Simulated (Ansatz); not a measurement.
Consider LuAs in the rock salt structure (space group Fm-3m, No. 225; a = 5.6101 Å; a model cell, its experimental status unchecked).

Level of theory: PBEsol, PAW, 420 eV (Ansatz, a first-principles code; scalar-relativistic without spin-orbit coupling).

Base values:

* **Volume per atom**: 22.07 Å³

The change: a hydrostatic pressure of 4.5 GPa.

Task: What happens to the volume per atom?

Result: The volume per atom drops by 1.03 Å³, from 22.07 Å³ to 21.04 Å³.

Load acts through the strain it causes; cell and atoms are relaxed under it. No phonon test of stability was made. All final runs are without spin polarisation.
